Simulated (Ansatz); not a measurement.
Levels about the gap of amorphous Al₂₈O₄₄Si (73 atoms in a cell of 784 Å³, 3.15 g/cm³; zone centre alone, so wide bands show as single levels with stretches between that a denser mesh fills), at the geometry that PBE relaxed, where it gives 0.0 GPa on a denser mesh. The participation number counts the atoms over which a state spreads; weights are charges in smoothed Voronoi cells. The levels come from a single point, so bond lengths are those of that geometry. Method of the levels: PBE, scalar-relativistic without spin-orbit coupling (Ansatz, a first-principles code). Sampling: the zone centre alone; Fermi-Dirac width 0.02 eV; no spin polarisation. At PBE the levels at the filled edge of the gap are localised (band-tail or defect states), and the nearest spread-out levels lie 3.9 eV apart at the zone centre.

The cell was made by melting and quenching with the CHGNet potential and then relaxed with DFT. O atoms were pushed apart under 1.9 Å during the dynamics, to hinder bonds among them. The hot cell started wider than the set density and was brought back towards it in steps. It is the lowest in DFT energy of 2 quenches. It is a model cell: composition and starting density were chosen by hand, and all elements were melted together. No dispersion term was used. Its density started from a set value of 3.06 and ended at 3.15 g/cm³. The simulated quench (nominally 410 K/ps over its main leg) is rapid and tends to freeze in more defects than a deposited or slowly cooled glass has. A cell of this size samples the disorder only roughly. Volume and shape were free in the relaxation.

| E - E(highest filled), eV | filling | participation number | largest on | weight O | weight Al | weight Si |
|---|---|---|---|---|---|---|
| -0.54 | filled | 12.6 | O, 2 neighbours | 0.95 | 0.05 | 0.00 |
| -0.51 | filled | 9.8 | O, 3 neighbours | 0.95 | 0.05 | 0.00 |
| -0.40 | filled | 20.5 | O, 2 neighbours | 0.95 | 0.05 | 0.00 |
| -0.38 | filled | 8.4 | O, 2 neighbours | 0.95 | 0.05 | 0.00 |
| -0.34 | filled | 11.2 | O, 3 neighbours | 0.95 | 0.05 | 0.00 |
| -0.29 | filled | 8.6 | O, 3 neighbours | 0.95 | 0.05 | 0.00 |
| 0.00 | filled | 2.2 | O, 3 neighbours | 0.95 | 0.04 | 0.01 |
| 3.50 | empty | 66.8 | Al, 4 neighbours | 0.59 | 0.41 | 0.01 |
| 5.64 | empty | 41.7 | Al, 4 neighbours | 0.61 | 0.39 | 0.00 |
| 5.79 | empty | 26.9 | Al, 5 neighbours | 0.59 | 0.41 | 0.00 |
| 5.98 | empty | 51.5 | Al, 5 neighbours | 0.62 | 0.36 | 0.01 |
| 6.04 | empty | 32.6 | Al, 5 neighbours | 0.60 | 0.38 | 0.02 |
| 6.23 | empty | 49.5 | Al, 5 neighbours | 0.60 | 0.40 | 0.00 |

Most localised among these is the filled level at +0.00 eV, on a O atom, which has 3 neighbours (Al 1.81 Å, Al 1.95 Å, Al 2.07 Å).
